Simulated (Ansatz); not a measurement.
Consider C in the diamond structure (space group Fd-3m, No. 227; a = 3.560 Å). Axes: x, y, z lie along the cube axes.

All numbers come from Ansatz (an electronic-structure program) r2SCAN, no SOC.

One thing is altered: the cell is compressed by 0.50 % along z with no lateral relaxation; the atoms relax in the strained cell.

Task: Predict the stress tensor and what it implies for the stiffness.

Result: Stress of the strained cell less that of the base (GPa, compression positive):
```
   0.62    0.00    0.00
   0.00    0.62    0.00
   0.00    0.00    5.60
```

Then −Δσ_ii/ε with ε = -0.0050 gives relaxed-ion elastic constants: C33 ≈ 1120 GPa, C13 ≈ 125 GPa and C23 ≈ 125 GPa.

Whether these cells are dynamically stable was not tested.
